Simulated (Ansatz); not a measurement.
The starting structures come from a database of crystals and need not be the phases stable at ambient conditions.

By PBEsol, the system below comes out a metal.

```xyz
2
Lattice="3.8968 0.0000 0.0000 0.0000 4.0299 0.0000 1.9484 2.0150 2.6412" Properties=species:S:1:pos:R:3 pbc="T T T"
Cu     1.9484     0.0000     0.0000
Te     0.0000     2.0150     0.0000
```

Space group of this cell: Immm. The cell is taken as given; by PBEsol its mean pressure is -3.8 GPa.

The current flows along the normal of the first two printed cell vectors. No spin-orbit coupling; the value is a mean over 0.1 eV about the Fermi level.

Estimate the ballistic conductance per area that PBEsol in Ansatz (a program for electronic structure) returns for this system.

0.85 × 10¹⁵ S/m² for both spins.
